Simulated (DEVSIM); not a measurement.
System: Schottky contact on n-type β-Ga2O3, at 400 K.

Layer 1 from the left is β-Ga2O3, thickness (μm) 1.70, Nd (cm⁻³) 6.1e16, τn (s) 6.4e-10, τp (s) 6.4e-10. Layer 2 from the left is β-Ga2O3, thickness (μm) 1.40, Nd (cm⁻³) 2.8e18, τn (s) 6.4e-10, τp (s) 6.4e-10.

Left contact: Schottky, work function 5.35 eV, emission velocity 6.6e6 cm/s. Right contact: ohmic. Voltage is applied to the left contact. Recombination: SRH at mid-gap, radiative. Mobility is μmin + (μ − μmin)/(1 + (N/Nref)^α).

The device is made up for the run: typed textbook-type constants, with dimensions and the other settings drawn at random. Values at 300 K; Nc and Nv go as T^1.5, mobilities as T to minus their exponent, the gap by Varshni's rule with the affinity fixed.

β-Ga2O3: gap (eV) 4.8, affinity (eV) 4, permittivity 10, Nc (cm⁻³) 3.7e18, Nv (cm⁻³) 5e20, μn (cm²/Vs) 160, μp (cm²/Vs) 1, μn,min 20, μp,min 0.1, Nref,n 1e18, Nref,p 1e18, αn 0.8, αp 0.8, T exponent of μn 1.8, T exponent of μp 1.5, B (cm³/s) 1e-12, Varshni α (eV/K) 0.0004, Varshni β (K) 600.

Simulated with DEVSIM: 1D drift-diffusion, Boltzmann statistics, complete ionisation; no tunnelling, impact ionisation, image-force lowering or self-heating. Metal contacts follow the ideal Schottky-Mott rule: no Fermi-level pinning, no interface dipoles.

**Question.** What does the simulation give for the potential step across the device at zero bias, the dark forward voltage at 1 A/cm²?

**Answer.** potential step across the device at zero bias 1.326 V; dark forward voltage at 1 A/cm² 0.835 V.
